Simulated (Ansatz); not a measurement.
TiAl3: point defects

Base system: a 16-atom supercell of TiAl$_{3}$ (space group I4/mmm, No. 139) at its relaxed geometry.

```
CELL_PARAMETERS angstrom
     -3.84588     3.84588     0.00000
      0.00000     0.00000     8.61993
      3.84588     3.84588     0.00000
ATOMIC_POSITIONS crystal
  Al 0.00000 0.50000 0.00000
  Al 0.50000 0.00000 0.00000
  Al 0.50000 0.50000 0.50000
  Al 0.00000 0.00000 0.50000
  Al 0.25000 0.25000 0.25000
  Al 0.75000 0.75000 0.25000
  Al 0.75000 0.25000 0.75000
  Al 0.25000 0.75000 0.75000
  Al 0.75000 0.25000 0.25000
  Al 0.25000 0.75000 0.25000
  Al 0.25000 0.25000 0.75000
  Al 0.75000 0.75000 0.75000
  Ti 0.00000 0.00000 0.00000
  Ti 0.50000 0.50000 0.00000
  Ti 0.50000 0.00000 0.50000
  Ti 0.00000 0.50000 0.50000
```

One neutral defect a cell, atoms relaxed at fixed cell.

All numbers come from plane-wave PAW DFT at the PBE level (Ansatz, an electronic-structure program, 420 eV), without spin-orbit coupling.

Candidates:
(a) Li interstitial (started 1.92 Å from the nearest host atom)
(b) Al vacancy
(c) Ti vacancy
(d) H interstitial (started 1.63 Å from the nearest host atom)

For the base:

Pressure: 0.0 GPa

Q: Order them by pressure, lowest first.

A: (b) Al vacancy (-1.2 GPa), (c) Ti vacancy (-0.4 GPa), (d) H interstitial (started 1.63 Å from the nearest host atom) (0.7 GPa), (a) Li interstitial (started 1.92 Å from the nearest host atom) (6.2 GPa)

The cell is small, so the values are those of an ordered compound at a high defect concentration; dilute-limit values will differ. All final runs are without spin polarisation.
